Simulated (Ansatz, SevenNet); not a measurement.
Elastic constant C44 (GPa) of solids drawn from the class of intermetallic compounds, at two levels: the machine-learned potential SevenNet-0 (trained on PBE and PBE+U data), and r²SCAN in Ansatz (PAW).

```json
[
 {"solid": "fluorite PtAl2", "SevenNet-0": "35.9", "r²SCAN": "50.2", "shift (%)": "+40"},
 {"solid": "CsCl-type CuZn", "SevenNet-0": "38.2", "r²SCAN": "96.2", "shift (%)": "+152"},
 {"solid": "L1₂ (Cu3Au-type) Al3Sc", "SevenNet-0": "26.2", "r²SCAN": "81.6", "shift (%)": "+211"},
 {"solid": "L1₂ (Cu3Au-type) Pt3Ti", "SevenNet-0": "63.0", "r²SCAN": "147", "shift (%)": "+133"},
 {"solid": "CsCl-type PdIn", "SevenNet-0": "24.2", "r²SCAN": "56.0", "shift (%)": "+131"},
 {"solid": "L1₀ (CuAu-type) CuAu", "SevenNet-0": "37.1", "r²SCAN": "65.5", "shift (%)": "+77"},
 {"solid": "CsCl-type RuAl", "SevenNet-0": "67.6", "r²SCAN": "137", "shift (%)": "+103"},
 {"solid": "fluorite AuAl2", "SevenNet-0": "21.5", "r²SCAN": "56.4", "shift (%)": "+162"},
 {"solid": "L1₀ (CuAu-type) TiAl", "SevenNet-0": "40.4", "r²SCAN": "124", "shift (%)": "+207"}
]
```

The shifts run from +40 % to +211 %, with a median of +133 %.

Over all 9 rows r²SCAN is the larger in 9.

Ansatz's runs of these crystals have no spin polarisation. Meta-GGA and hybrid levels favour moments, which can bear on fluorite PtAl2, L1₂ (Cu3Au-type) Al3Sc, L1₂ (Cu3Au-type) Pt3Ti, CsCl-type PdIn, L1₀ (CuAu-type) TiAl.

Spin–orbit coupling is left out, also for the solids with elements from indium on (fluorite PtAl2, L1₂ (Cu3Au-type) Pt3Ti, CsCl-type PdIn, L1₀ (CuAu-type) CuAu, fluorite AuAl2); its size isn't shown.

Each level is taken at its own relaxed cell. Ansatz's density-functional and Hartree–Fock values are scalar-relativistic unless marked +SOC, with PAW data made under PBE.

Ansatz is a first-principles code.
